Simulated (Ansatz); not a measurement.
**Response to strain in BN**

Consider BN (space group P6_3/mmc, No. 194; a = 2.506 Å, c = 6.615 Å; layered, stacked along the Cartesian z axis).

Strains are applied to the cell and any free atomic positions relax.

The values are results of PBE-D3(BJ) (Ansatz, an electronic-structure program), no spin-orbit coupling, not measurements.

Notes on the quantities. pressure: mean of the normal stresses, compression positive.

```csv
isotropic strain (%),pressure (GPa)
0,0.0
0.6,-4.2
1.2,-8.1
1.8,?
2.4,-15.1
```

Fit P = P₀ − Bδ + Cδ² with δ = (1 + ε)³ − 1 to the rows shown and predict the withheld row.

Least squares on the printed values gives P₀ = 0.0 GPa, B = 240 GPa (at held cell shape), C = 475 GPa (largest residual 0.0 GPa); this predicts -11.7 GPa, and the run gives -11.8 GPa, in agreement.

Whether these cells are dynamically stable was not tested.
